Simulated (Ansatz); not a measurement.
Band structure of CaMg3 (P-6m2, 4 atoms in the cell).

```
CaMg3
1.0
    3.40907     0.00000     0.00000
   -1.70453     2.95234     0.00000
    0.00000     0.00000    10.88068
Ca Mg
1 3
Direct
  0.00000   0.00000   0.50000
  0.00000   0.00000   0.00000
  0.66667   0.33333   0.76455
  0.66667   0.33333   0.23545
```

Method of the run: PBEsol, PAW files made with PBE (plane waves; Ansatz, a quantum-chemistry and plane-wave program).

Settings: basis.ecutwfc = 420 eV; kpoints.mp_grid.grid = 9 9 3; hamiltonian.xc = pbesol; hamiltonian.pseudopotentials = {kind: paw} (the program's default PAW files); scf.occupations.method = gaussian; scf.occupations.width = 0.1 eV; kpoints.band_path.npoints = 8.

The starting cell comes from a database of computed structures (which also holds hypothetical and non-ambient phases and stackings), without a prior relaxation at this level.

Levels in eV from the Fermi level, bands 17 to 23:
```tsv
point	17	18	19	20	21	22	23
Γ	-6.07	-4.80	-4.11	-0.98	-0.87	2.59	2.91
M	-1.96	-1.76	-1.06	-0.77	-0.49	0.16	1.38
K	-0.63	-0.55	-0.41	0.23	0.24	0.36	0.41
A	-5.97	-5.25	-2.95	-2.77	0.51	2.21	2.91
L	-1.89	-1.72	-1.35	-0.84	-0.21	0.23	1.34
H	-0.60	-0.40	-0.39	-0.05	0.04	0.09	0.80
```

Bands cross the Fermi level along this path, so the cell is metallic at this level.

Keys are those of Ansatz 0.2.
